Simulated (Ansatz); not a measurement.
The parent structure is SnO (space group P4/nmm, No. 129; a = 3.767 Å, c = 4.557 Å; layered, stacked along the Cartesian z axis; relaxed with 0.1 eV smearing).

It is then changed as follows: every lattice vector is stretched by 3.43 %; the atoms relax in the strained cell.

Levels (all Ansatz, an electronic-structure program, PAW, earlier PAW set): PBEsol-D3(BJ) (420 eV, no spin-orbit coupling); HSE06 (420 eV, spin-orbit coupling left out).

The geometry is relaxed with PBEsol-D3(BJ).

| Item | Result |
|---|---|
| PBEsol-D3(BJ) band gap | 0.30 eV |

With HSE06 at the same geometry, the band gap rises by 0.48 eV, from 0.30 eV to 0.78 eV.

Single points use the geometry relaxed with PBEsol-D3(BJ). HSE06 gaps are upper bounds (no full band path). No phonon test of stability was made. The final runs are not spin-polarised.
